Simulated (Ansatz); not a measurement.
The parent structure is GaN in the NiAs type structure (space group P6_3/mmc, No. 194; a = 2.9687 Å, c = 5.0409 Å; a model cell, its experimental status unchecked).

One thing is altered: an isotropic linear strain of +0.41 %; the atoms relax in the strained cell.

Levels (all Ansatz, a first-principles code, PAW): PBEsol (420 eV, no SOC); r2SCAN (500 eV, no spin-orbit coupling); HSE06 (420 eV, without spin-orbit coupling).

One geometry, relaxed with PBEsol, under each level:

| level | band gap | lowest conduction level above the VBM at special points | electron mass | pressure |
|---|---|---|---|---|
| PBEsol | 1.14 eV | K 1.14 eV; Γ 1.47 eV; L 2.85 eV; M 3.50 eV | 0.22 mₑ along c, 0.33 mₑ across (at K) | -2.63 GPa |
| r2SCAN | 1.80 eV | K 1.80 eV; Γ 1.95 eV; L 3.47 eV; M 4.07 eV | 0.23 mₑ along c, 0.34 mₑ across (at K) | -3.38 GPa |
| HSE06 | (withheld) | (withheld) | – | – |

### Question
Give the withheld HSE06 results.

### Answer

- HSE06, band gap: 2.55 eV
- HSE06, lowest conduction level above the VBM at special points: K 2.55 eV; Γ 2.71 eV; L 4.20 eV

Single points use the geometry relaxed with PBEsol. Their cutoffs differ, which shifts pressures a little. HSE06 was sampled on its mesh, a few special points and the semilocal edge points, so its gap is an upper bound. Effective masses come from finite differences of ±0.01 Å⁻¹. Whether these cells are dynamically stable was not tested. This is not the structure that GaN has at room temperature and ambient pressure.
